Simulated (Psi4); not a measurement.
Psi4 1.11, B3LYP/def2-svp: Si(OH)2(OEt)(NH2) (CCO[Si](N)(O)O), 16 atoms. The geometry is a generated start, not checked to be a minimum at this level.

```yaml
task: energy
method: b3lyp
basis: def2-svp
memory: 3 GB
maxiter: 100
keys_of_the_molecule_block: symmetry c1
scf_type: df (default)
e_convergence: 1e-06 (default)
d_convergence: 1e-06 (default)
dft_radial_points: 75 (default)
dft_spherical_points: 302 (default)
basis_functions: 147
grid_points: 340778
```

```xyz
16

C     -1.6794     1.9988    -0.0868
C     -0.9932     0.7205    -0.5392
O     -0.2253     0.2023     0.5137
Si     0.8096    -1.0480     0.4596
N      2.0991    -0.7278    -0.6475
O      1.3198    -1.2282     1.9879
O      0.0835    -2.4340    -0.0156
H     -2.2960     2.3949    -0.8882
H     -2.3036     1.7985     0.7784
H     -0.9365     2.7407     0.1906
H     -1.7390    -0.0254    -0.8379
H     -0.3496     0.9181    -1.4036
H      2.8347    -1.4124    -0.7020
H      2.5222     0.1827    -0.5650
H      0.6681    -1.3534     2.6719
H      0.1857    -2.7274    -0.9162
```

With the defaults (diis = true, scf_initial_accelerator = adiis, damping_percentage = 0, soscf = false, soscf_start_convergence = 0.01, guess = auto, which took SAD, diis_start = 1, diis_max_vecs = 10, level_shift = 0, level_shift_cutoff = 0.01) it converges in 9 SCF iterations. One run each on 2 threads, with these changes:
- diis_max_vecs = 6
- guess = sap
- diis_max_vecs = 20
- guess = gwh
- diis = false, scf_initial_accelerator = none, damping_percentage = 60
- diis_start = 4
- soscf = true, soscf_start_convergence = 0.001
- guess = core
- level_shift = 0.5, level_shift_cutoff = 0.001

Problem. Which of these changes keep the SCF from converging, or lead it to another solution?

Solution. No convergence: diis = false, scf_initial_accelerator = none, damping_percentage = 60 (the run ends without SCF convergence in 100 iterations). The rest reach the solution of the defaults.

| setting | SCF iterations | JK calls | end |
|---|---|---|---|
| soscf = true, soscf_start_convergence = 0.001 | 6 | 17 | same solution |
| the defaults | 9 | 10 | same solution |
| diis_max_vecs = 20 | 9 | 10 | same solution |
| level_shift = 0.5, level_shift_cutoff = 0.001 | 9 | 10 | same solution |
| diis_max_vecs = 6 | 10 | 11 | same solution |
| guess = sap | 11 | 11 | same solution |
| diis_start = 4 | 13 | 14 | same solution |
| guess = gwh | 14 | 14 | same solution |
| guess = core | 17 | 17 | same solution |
| diis = false, scf_initial_accelerator = none, damping_percentage = 60 | 100 | 101 | no convergence |

An SOSCF iteration holds several JK calls; a Hückel guess adds calls on atoms.
